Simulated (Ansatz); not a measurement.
Take MgS in the rock salt structure (space group Fm-3m, No. 225; a = 5.129 Å) as the base. Axes: x, y, z lie along the cube axes.

Level of theory: LDA (Ansatz, a program for electronic structure; PAW; 420 eV plane waves; scalar-relativistic without spin-orbit coupling).

Modification: the cell is stretched by 1.00 % along z with no lateral relaxation; the atoms relax in the strained cell.

**Question.** Predict the stress tensor and what it implies for the stiffness.

**Answer.** Stress of the strained cell less that of the base (GPa, compression positive):
```
  -0.42    0.00    0.00
   0.00   -0.42    0.00
   0.00    0.00   -1.54
```

Then −Δσ_ii/ε with ε = 0.0100 gives relaxed-ion elastic constants: C33 ≈ 154 GPa, C13 ≈ 42 GPa and C23 ≈ 42 GPa.

Stability against distortions was not tested.
